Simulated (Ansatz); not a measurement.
**What biaxial strain −2.50 %, plane normal [001], relaxed out of plane does to Lu**

The parent structure is Lu in the hcp (Mg type) structure (space group P6_3/mmc, No. 194; a = 3.443 Å, c = 5.367 Å; relaxed with 0.1 eV smearing). Axes: x lies along a and z along c of the hexagonal cell.

Modification: biaxial strain −2.50 %, plane normal [001], relaxed out of plane (Cartesian); in-plane vectors clamped, the third vector and the atoms free.

Computed with Ansatz (a quantum-chemistry and plane-wave program), PBEsol, PAW, cutoff 420 eV, spin-orbit coupling left out. Settings: 19×19×11 k-points, 0.1 eV Fermi–Dirac smearing.

```tsv
quantity	base	changed	shift
volume per atom	27.55 Å³	26.53 Å³	-1.02 Å³
space group	P6_3/mmc (No. 194)	P6_3/mmc (No. 194)	–
shortest interatomic distance	6.311 bohr	6.309 bohr	-0.002 bohr
pressure (mean of the normal stresses, compression positive)	0.0 GPa	2.0 GPa	+2.0 GPa
band gap	zero	zero	–
out-of-plane strain	–	+1.30 %	–
ratio −ε⊥/ε∥	–	0.52	–
mean in-plane stress (compression positive)	–	+3.0 GPa	–
```

Final structure (turned so that z lies along the plane normal):

```yaml
crystal:
  lattice:
    - [3.35710, 0.00000, 0.00000]
    - [1.67855, 2.90733, 0.00000]
    - [0.00000, 0.00000, 5.43682]
  atoms:
    - { symbol: Lu, position: [0.66667, 0.66667, 0.75000] }
    - { symbol: Lu, position: [0.33333, 0.33333, 0.25000] }
```

Cost of the whole job for the changed cell (relaxation, final SCF and bands): very roughly 60 core-seconds.

Stability against distortions was not tested.
